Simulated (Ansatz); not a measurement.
Amorphous cells of 8 compositions: the gap between the highest filled and lowest empty level at the zone centre, by PBE and by a single point of HSE06 on the same geometry (PBE, scalar-relativistic without spin-orbit coupling (plane waves to 420 eV, PAW; Ansatz, a program for electronic structure); exact exchange cut at the cells' faces). The networks come from melt-quench runs on the CHGNet potential at compositions and starting densities chosen by hand, with anions pushed apart in the CHGNet dynamics, and DFT then relaxed them. The cells are small and were quenched far faster than real films, so single cells scatter. Defect or tail levels can set these gaps. The rows are the first to finish with both values and no moments.

```csv
cell,PBE gap x (eV),HSE06 gap y (eV)
"A (Ga24O38Sn, 5.03 g/cm3)",1.07,2.64
"B (Ga24O39Mo, 4.95 g/cm3)",1.59,3.30
"C (Ga24O37K2, 4.63 g/cm3)",1.59,3.23
"D (Ga24O39Y2, 5.01 g/cm3)",1.64,3.28
"E (Ga24O37Sr, 5.01 g/cm3)",1.81,withheld
"F (Ga24O37Be, 4.94 g/cm3)",1.82,3.52
"G (Al28O45Sb2, 3.36 g/cm3)",2.80,4.04
"H (Hf18O37Ba, 8.85 g/cm3)",4.20,5.74
```

Problem. Fit a straight line through the 7 full rows and predict the withheld value for E (Ga24O37Sr, 5.01 g/cm3).

Solution. Means: x = 2.101, y = 3.679. Slope = Σ(Δx Δy) / Σ(Δx²) = 6.301 / 6.771 = 0.931; the r.m.s. residual is 0.133. Prediction: 3.679 + 0.931 × (1.81 − 2.101) = 3.41. The run gave 3.50, 0.09 above the line.
